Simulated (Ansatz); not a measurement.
Results of LDA (PAW; Ansatz, an electronic-structure program) for B20 (FeSi-type) CoSi.

Numerical settings: plane-wave cutoff 520 eV, 14×14×14 k mesh, Fermi–Dirac smearing 0.021 eV (set by the program), no spin polarisation, scalar-relativistic PAW data made under PBE.

Computed at the level's own relaxed cell.

Hill averages of the elastic tensor: K = 254.8 GPa, G = 133.4 GPa. Volume 10.292 Å³/atom, mean atomic mass 43.509 u.

Problem. Work out the density, the sound velocities of a polycrystal and the elastic Debye temperature, and Pugh's ratio at this level.

Solution. ρ = 1.66054 × 43.509/10.292 = 7.020 g/cm³. v_l = √[(K + 4G/3)/ρ] = 7.851 km/s and v_t = √(G/ρ) = 4.359 km/s. The mean follows from 3/v_m³ = 1/v_l³ + 2/v_t³: v_m = 4.855 km/s. Θ_D = (ħ/k_B) v_m (6π²/V)^(1/3) = 76.38 K Å s/km × 4.855 × 1.7919 Å⁻¹ = 665 K, counting all atoms of the cell. K/G = 1.91, to be set beside Pugh's rough bound of 1.75 between brittle and ductile metals.
